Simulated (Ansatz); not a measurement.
A relaxation of the atoms of CaCu4As2 (R3m, 7 atoms in the cell) with Ansatz (a first-principles code).

Method: LDA (PW92), default PAW files made with PBE (plane waves; Ansatz).

The change in words: one atom moved by 0.15 angstrom; relax: default → atoms; relax.f_tol: default → 0.2 eV/Å. Reference geometry:
```xyz
7
Lattice="2.0701 1.1952 7.5912 -2.0701 1.1952 7.5912 0.0000 -2.3903 7.5912" Properties=species:S:1:pos:R:3 pbc="T T T"
Ca     0.0000     0.0000     0.0000
Cu     0.0000     0.0000     3.2917
Cu     0.0000     0.0000    19.4820
Cu     0.0000     0.0000    12.7838
Cu     0.0000     0.0000     9.9898
As     0.0000     0.0000     5.7428
As     0.0000     0.0000    17.0308
```

Reference input (self-consistent single point, DFT, LDA (PW92), plane waves, default PAW files made with PBE): basis.ecutwfc = 30.9 Ry; kpoints.mp_grid.grid = 6 6 6; hamiltonian.xc = lda; hamiltonian.pseudopotentials = {kind: paw} (the program's default PAW files); scf.occupations.method = gaussian; scf.occupations.width = 0.0073 Ry. This run's input differs from it in these lines:

```diff
@@ -7,3 +7,3 @@
   atoms:
-    - { symbol: Ca, position_ang: [0.000000, 0.000000, 0.000000] }
+    - { symbol: Ca, position_ang: [-0.000000, 0.000000, 0.150010] }
     - { symbol: Cu, position_ang: [0.000000, 0.000000, 3.291708] }
@@ -23,2 +23,4 @@
   occupations: { method: gaussian, width: 0.0073 Ry }
+relax:
+  f_tol: 0.2
 output:
```

The program printed (abridged):

```
   [... SCF lines of the steps left out ...]
relax step   1: F+E_penalty+E_count = -37545.19095881 eV  Δ(F+E_penalty+E_count) = +0.000e0 eV  max|allowed force component| = 5.881e-1 eV/Å  Δτ_max = 0.0000 Å  (8 SCF iters, dr2 threshold 1.00e-4 eV, accepted)
relax step   2: F+E_penalty+E_count = -37545.24225152 eV  Δ(F+E_penalty+E_count) = -5.129e-2 eV  max|allowed force component| = 1.154e-1 eV/Å  Δτ_max = 0.1280 Å  (9 SCF iters, accepted)
the relaxation is at rest under the 6 symmetry operations that the run kept from its start: a minimum is not shown …
Free energy (F): -37545.242252 eV
Internal energy: -37545.231925 eV  (E = F + TS)
E sigma→0 (E₀):  -37545.237088 eV
Entropy (-TS):   -0.010326 eV (-1.475 meV/atom)
Fermi energy:    13.044986 eV
--- Forces (eV/Å), atoms counted from 1 ---
  atom   1  Ca     0.00000000    -0.00000000    -0.00336370
  atom   2  Cu    -0.00000000     0.00000000     0.08693092
  atom   3  Cu    -0.00000000    -0.00000000    -0.11539158
  atom   4  Cu     0.00000000    -0.00000000    -0.06644357
  atom   5  Cu     0.00000000     0.00000000     0.06165871
   [... lines left out ...]
    - { symbol: Cu, position: [0.5616115038533894, 0.5616115038533894, 0.5616115038533898] }
    - { symbol: Cu, position: [0.4402841583318065, 0.4402841583318065, 0.4402841583318065] }
    - { symbol: As, position: [0.25232148825094664, 0.25232148825094664, 0.2523214882509466] }
    - { symbol: As, position: [0.7493716586873441, 0.7493716586873441, 0.749371658687344] }
```

The run converged. 

Summary of the result:
- Free energy E − TS (on the zero of these files) = -37545.2423 eV
- Fermi level (on the code's own zero) = 13.04 eV
- Pressure = -7.22 GPa
- Largest force (vector length) = 0.115 eV/Å
- Relaxation steps = 2

The starting cell comes from a database of computed structures (which also holds hypothetical and non-ambient phases and stackings), without a prior relaxation at this level. Its lattice was rescaled by up to half a per cent. For this run, on top of that: one atom moved by 0.15 angstrom. Spin polarisation is off. The relaxation keeps the symmetry of its start, so its end need not be a minimum. Ansatz's pressure includes its estimate of the finite-basis (Pulay) stress. The run gives no clean gap (levels at the Fermi energy touch, overlap or are partly filled at this smearing), which alone does not show that the compound is a metal.

Cost on one core of a shared machine: roughly 60 s.

Keys are those of Ansatz 0.2.
